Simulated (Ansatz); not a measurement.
An Ansatz (an electronic-structure program) run: ZrS2 with a change (uniaxial stress, 3 GPa compression along z); plane-wave PAW DFT at the r2SCAN+rVV10 level (Ansatz, 500 eV), no SOC.

Input:

Ansatz 0.2 input:
```yaml
crystal:
  lattice:
    - [3.6743011118, 0, 0]
    - [-1.8371505559, 3.182038104, 0]
    - [0, 0, 5.8602967481]
  atoms:
    - { symbol: Zr, position: [0, 0, 0] }
    - { symbol: S, position: [0.3333333333, 0.6666666667, 0.2461499697] }
    - { symbol: S, position: [0.6666666667, 0.3333333333, 0.7538500303] }
basis: { ecutwfc: 500, ecutrho_ratio: 4, xc_grid: 4, fft_grid_basis: typed }
kpoints: { mp_grid: { grid: [10, 10, 6] } }
hamiltonian:
  xc: r2scan
  dispersion: rvv10
  pseudopotentials: { kind: paw }
scf: { occupations: { method: fermi_dirac, width: 0.05 } }
relax: { f_tol: 0.005, max_steps: 50, cell: { stress_tol: 0.01, sigma_target: [0, 0, 3, 0, 0, 0] } }
output: { forces: true, stress: true }
checkpoint: { write: state.ck, write_every: 1000 }
```

Output (explanatory and most iteration lines left out):

```
Relaxation: its limit of steps is 50 (relax.max_steps)
Pseudopotential: Zr, paw, valence charge 12
Pseudopotential: S, paw, valence charge 6
Crystal: 3 atoms, lattice volume = 68.517 Å³
Basis set: ecut = 500 eV, 1785 PW (Γ), exchange–correlation on 108×108×180 points (64 copies of the dense FFT grid, shifted against one another)
Bands: 16, of which v1, the nominal top of the filled ones, is band 12 counted from 1 (11 counted from 0)
Symmetry: 12 space group operations
Space group: P-3m1 (ITA 164), of the structure as read, at distance tolerance 4.1e-5 Å
k-points: 72 of 600
Functional: x = r2scan, c = r2scan + rvv10(b = 11.95, C = 0.0093); τ floored in thin density (d = 2e-4 eV/Å³)
SCF iter   1: F=—  HF=-6009.435764 eV  |F-HF|=—  |Δ(HF+E_count)|=         —  Δρ=7.36e-3  dr2=7.48e-2  dr2_τ=3.41e-2  ethr=1.77e-3  ⟨swp⟩=5.8  Hψ=6466  notcnv=0
SCF iter   2: F=—  HF=-6009.455882 eV  |F-HF|=—  |Δ(HF+E_count)|=   2.01e-2  Δρ=3.63e-3  dr2=1.01e-2  dr2_τ=1.22e-3  ethr=3.12e-4  ⟨swp⟩=3.0  Hψ=2866  notcnv=0
SCF 1 converged in 6 iterations: F = -6009.454712 eV  dr2 = 3.36e-8
relax step   1: F+E_penalty+E_count = -6009.45471171 eV  Δ(F+E_penalty+E_count) = +0.000e0 eV  max|allowed force component| = 1.149e-3 eV/Å  Δτ_max = 0.0000 Å  P = +0.008 GPa  Ω = 68.517 Å³  (6 SCF iters, dr2 threshold 1.00e-7 eV, accepted)
[... steps on the carried basis left out ...]
relax step   7: F+E_penalty+E_count = -6009.42323672 eV  Δ(F+E_penalty+E_count) = +6.719e-4 eV  max|allowed force component| = 4.098e-4 eV/Å  Δτ_max = 0.0000 Å  P = +0.996 GPa  Ω = 65.336 Å³  stress off target by 8.90e-3 GPa  SCF on the basis re-selected at this cell (its energy is not comparable with the rows above)  (6 SCF iters)
SCF converged after 6 iterations
Free energy (F): -6009.423237 eV
Internal energy: -6009.423235 eV  (E = F + TS)
E sigma→0 (E₀):  -6009.423236 eV
Entropy (-TS):   -0.000002 eV (-0.001 meV/atom)
Fermi energy:    8.282913 eV
--- Forces (eV/Å), atoms counted from 1 ---
  atom   1  Zr     0.00000000    -0.00000000     0.00000000
  atom   2  S     -0.00000000     0.00000000    -0.00040975
  atom   3  S      0.00000000     0.00000000     0.00040975
--- Stress (GPa, compression-positive) ---
       -0.001806       0.000000       0.000000
        0.000000      -0.001806       0.000000
        0.000000       0.000000       2.991104
  P = ⅓ Tr σ = 0.9958 GPa (9.958 kbar)
--- Relaxed structure (6 steps of the walk, 5 accepted, 1 SCFs on fresh bases) ---
  cell:  # Å, volume = 65.3358 Å³
    - [3.691653755073368, -8.30086258585621e-33, 1.0725550311672717e-32]
    - [-1.845826877536684, 3.1970659338697525, -1.3350283903253317e-32]
    - [1.333707993178902e-32, -9.561784147564379e-33, 5.535780260246123]
  atoms:
    - { symbol: Zr, position: [2.583586648648895e-34, 4.2031280159514974e-36, 7.893677518585187e-19] }
    - { symbol: S, position: [0.3333333333333333, 0.6666666666666666, 0.2565509145905801] }
    - { symbol: S, position: [0.6666666666666665, 0.3333333333333333, 0.7434490854094199] }
```

Load acts through the strain it causes; cell and atoms are relaxed under it. sigma_target is in GPa, compression positive, in the order xx, yy, zz, yz, xz, xy. Stability under load was not tested beyond the relaxation. The cell was made from ZrS₂ in the CdI2 type structure (space group P-3m1, No. 164; layered, stacked along the Cartesian z axis) by this change: uniaxial stress, 3 GPa compression along z.
